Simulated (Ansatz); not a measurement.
We consider AlP (model structure, P6₂22, No. 180, 6 atoms in the cell), described by PBEsol (Ansatz, an electronic-structure program, plane waves, PAW).

Input:

Ansatz 0.2 input:
```yaml
crystal:
  lattice:
    - [3.8212615662, 0.0, 0.0]
    - [-1.9106307831, 3.3093095909, 0.0]
    - [0.0, 0.0, 8.6327106091]
  atoms:
    - { symbol: Al, position: [0.4999867338, 0.0, 0.6666666667] }
    - { symbol: Al, position: [0.0, 0.4999867338, 0.3333333333] }
    - { symbol: Al, position: [0.5000132662, 0.5000132662, 0.0] }
    - { symbol: P, position: [0.4999811432, 0.0, 0.1666666667] }
    - { symbol: P, position: [0.0, 0.4999811432, 0.8333333333] }
    - { symbol: P, position: [0.5000188568, 0.5000188568, 0.5] }
basis:
  ecutwfc: 520
  ecutrho_ratio: 4
  xc_grid: 2
kpoints:
  mp_grid: { grid: [18, 18, 8] }
  band_path:
    path:
      - [0.0, 0.0, 0.0]
      - [0.055556, 0.0, 0.0]
      - [0.111111, 0.0, 0.0]
      - [0.166667, 0.0, 0.0]
      - [0.222222, 0.0, 0.0]
      - [0.277778, 0.0, 0.0]
      - [0.333333, 0.0, 0.0]
      - [0.388889, 0.0, 0.0]
      - [0.444444, 0.0, 0.0]
      - [0.5, 0.0, 0.0]
      - [0.466667, 0.066667, 0.0]
      - [0.433333, 0.133333, 0.0]
      - [0.4, 0.2, 0.0]
      - [0.366667, 0.266667, 0.0]
      - [0.333333, 0.333333, 0.0]
      - [0.30303, 0.30303, 0.0]
      - [0.272727, 0.272727, 0.0]
      - [0.242424, 0.242424, 0.0]
      - [0.212121, 0.212121, 0.0]
      - [0.181818, 0.181818, 0.0]
      - [0.151515, 0.151515, 0.0]
      - [0.121212, 0.121212, 0.0]
      - [0.090909, 0.090909, 0.0]
      - [0.060606, 0.060606, 0.0]
      - [0.030303, 0.030303, 0.0]
      - [0.0, 0.0, 0.166667]
      - [0.0, 0.0, 0.333333]
      - [0.0, 0.0, 0.5]
      - [0.055556, 0.0, 0.5]
      - [0.111111, 0.0, 0.5]
      - [0.166667, 0.0, 0.5]
      - [0.222222, 0.0, 0.5]
      - [0.277778, 0.0, 0.5]
      - [0.333333, 0.0, 0.5]
      - [0.388889, 0.0, 0.5]
      - [0.444444, 0.0, 0.5]
      - [0.5, 0.0, 0.5]
      - [0.466667, 0.066667, 0.5]
      - [0.433333, 0.133333, 0.5]
      - [0.4, 0.2, 0.5]
      - [0.366667, 0.266667, 0.5]
      - [0.333333, 0.333333, 0.5]
      - [0.30303, 0.30303, 0.5]
      - [0.272727, 0.272727, 0.5]
      - [0.242424, 0.242424, 0.5]
      - [0.212121, 0.212121, 0.5]
      - [0.181818, 0.181818, 0.5]
      - [0.151515, 0.151515, 0.5]
      - [0.121212, 0.121212, 0.5]
      - [0.090909, 0.090909, 0.5]
      - [0.060606, 0.060606, 0.5]
      - [0.030303, 0.030303, 0.5]
      - [0.5, 0.0, 0.333333]
      - [0.5, 0.0, 0.166667]
      - [0.333333, 0.333333, 0.333333]
      - [0.333333, 0.333333, 0.166667]
    npoints: 1
hamiltonian:
  xc: pbesol
  dispersion: none
  pseudopotentials: { kind: paw }
scf:
  occupations: { method: fermi_dirac, width: 0.05 }
  convergence: { dr2_threshold: 0.0000000006 }
output:
  forces: true
  stress: true
  eigenvalues: true
  write_bands: true
```

The run printed, among other lines:

```
Crystal: 6 atoms, lattice volume = 109.167 Å³
Basis set: ecut = 520 eV, 2955 PW (Γ), exchange–correlation on 60×60×144 points (8 copies of the dense FFT grid, shifted against one another)
Bands: 18, of which v1, the nominal top of the filled ones, is band 12 counted from 1 (11 counted from 0)
Symmetry: 6 space group operations
Space group: P3221 (ITA 154), of the structure as read, at distance tolerance 4.8e-5 Å
k-points: 266 of 2592 (time reversal used)
Functional: x = pbesol(κ = 0.804, μ = 0.12345679012345678), c = pbesol(β = 0.046)
SCF iter   1: F=—  HF=-3796.190512 eV  |F-HF|=—  |Δ(HF+E_count)|=         —  Δρ=3.40e-3  dr2=2.04e-2
SCF iter   2: F=—  HF=-3796.186607 eV  |F-HF|=—  |Δ(HF+E_count)|=   3.91e-3  Δρ=1.47e-3  dr2=3.23e-3
  ...
SCF iter   6: F=—  HF=-3796.186026 eV  |F-HF|=—  |Δ(HF+E_count)|=   1.18e-8  Δρ=1.08e-6  dr2=1.48e-9
SCF iter   7: F=-3796.186026 eV  HF=-3796.186026 eV  |F-HF|=1.23e-11  |Δ(HF+E_count)|=  8.78e-11  Δρ=1.32e-7  dr2=3.08e-11
SCF 1 converged in 7 iterations: F = -3796.186026 eV  dr2 = 3.08e-11
SCF converged after 7 iterations
Free energy (F): -3796.186026 eV
Internal energy: -3796.186024 eV  (E = F + TS)
E sigma→0 (E₀):  -3796.186025 eV
Fermi energy:    7.205619 eV
--- Stress (GPa, compression-positive) ---
        0.000969       0.000000       0.000000
        0.000000       0.000969       0.000000
        0.000000       0.000000      -0.003609
  P = ⅓ Tr σ = -0.0006 GPa (-0.006 kbar)
```

The PAW data were made under PBE.

Note: the relaxation could raise the start's symmetry but not lower it, so the cell can be a saddle point.

A model structure was made by putting elements into a prototype or built by hand; it is no filed structure, need not be a known phase, and can be a saddle point held by its symmetry.
